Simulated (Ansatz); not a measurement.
# ZrC, response to strain

Start from ZrC in the rock salt structure (space group Fm-3m, No. 225; a = 4.669 Å; relaxed with 0.1 eV smearing).

Strains are applied to the cell and any free atomic positions relax.

Level of theory: plane-wave PAW DFT at the PBEsol level (Ansatz, a program for electronic structure, 420 eV), spin-orbit coupling left out.

Notes on the quantities. energy relative to the base: free energy F.

```
variant                   volume per atom   pressure  energy relative to the base
------------------------  ---------------  ---------  ---------------------------
base                             12.72 Å³    0.0 GPa                   0 meV/atom
isotropic strain −2.50 %         11.79 Å³   20.9 GPa                 +57 meV/atom
isotropic strain −2.00 %         11.98 Å³   16.2 GPa                 +36 meV/atom
isotropic strain −1.50 %         12.16 Å³   11.7 GPa                 +20 meV/atom
isotropic strain −1.00 %         12.35 Å³    7.6 GPa                +8.7 meV/atom
isotropic strain −0.50 %         12.53 Å³    3.7 GPa                +2.1 meV/atom
isotropic strain +1.00 %         13.11 Å³   -6.6 GPa                +8.2 meV/atom
isotropic strain +1.50 %         13.30 Å³   -9.6 GPa                 +18 meV/atom
isotropic strain +2.00 %         13.50 Å³  -12.4 GPa                 +32 meV/atom
isotropic strain +3.00 %         13.90 Å³  -17.5 GPa                 +69 meV/atom
```

Whether these cells are dynamically stable was not tested. The final runs are not spin-polarised.
